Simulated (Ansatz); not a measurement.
Consider Ba in the bcc (W type) structure (space group Im-3m, No. 229; a = 5.020 Å).

The values are results of Kohn–Sham DFT with the PBE functional, run in Ansatz (a program for electronic structure) with PAW and 420 eV plane waves, without spin-orbit coupling, earlier PAW set, not measurements.

Before the change:

* **Shortest interatomic distance**: 4.347 Å
* **Density**: 3.61 g/cm³

The change: full substitution Ba → Li, then cell and atoms are relaxed.

Tabulated Pauling electronegativity and covalent radius: Ba 0.89, 2.15 Å; Li 0.98, 1.28 Å.

**Question.** Predict the new shortest interatomic distance.

**Answer.** The shortest interatomic distance falls by 1.3728 Å (4.347 Å → 2.975 Å).

**Question.** How does this affect the density?

**Answer.** The density drops by 3.04 g/cm³, from 3.61 g/cm³ to 0.57 g/cm³.

No phonon test of stability was made.
